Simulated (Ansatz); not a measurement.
# CuI: band gap against strain

CuI (zinc blende, F-43m, 25.178 Å³/atom at rest) under an equal strain ε in the (111) plane with the normal axis free, as in a coherent film. LDA in Ansatz, a plane-wave DFT program (PAW, default set), 420 eV, 10×10×10 Γ-centred mesh, Fermi-Dirac smearing 0.05 eV; ions are relaxed within the symmetry of each cell. Gaps are the smallest over the k-mesh and a band path, without spin-orbit coupling; in all rows the valence edge lies at Γ and the conduction edge at Γ.

Here s stands for strain and Eg for gap.

| strain (%) | gap (eV) |
|---|---|
| 0.00 | 1.221 |
| 0.42 | 1.196 |
| 0.83 | 1.172 |
| 1.25 | 1.148 |
| 2.50 | ? |

Q: Fit Eg against s with a straight line, and predict the withheld value at s = 2.50.

A: Means: s 0.62500, Eg 1.1842. About the means, the sum of products is -0.050545 and the sum of squares of s is 0.86530; the slope is their ratio. Least squares gives Eg = 1.2208 - 0.05841·s. Residuals (row less fit): 0.0002, -0.0003, -0.0003, 0.0002; standard error 0.0004 (degrees of freedom: 2). Over these rows the gap moves by -5.8 ± 0.04 eV per unit strain. At the withheld row, Eg = 1.2208 - 0.05841 × 2.50 = 1.0748 eV. The calculation gives 1.081 eV, 0.0062 eV above the prediction (4.4 % of the range of Eg in the table). The row lies outside the fitted rows, so this is an extrapolation. The fitted rows scatter only by rounding.

One order more, fitted to all 7 runs of the series, follows each within 0.001, so the miss is the next term of a smooth law. Spin-orbit coupling is left out, which can shift this property for CuI. Rows are the converged runs of the series near zero and its far end; series whose fitted rows scatter by over a few per cent of the range, as at a crossing or softening among them, aren't shown in this form. Most that stay on the fit to the last digits aren't either.
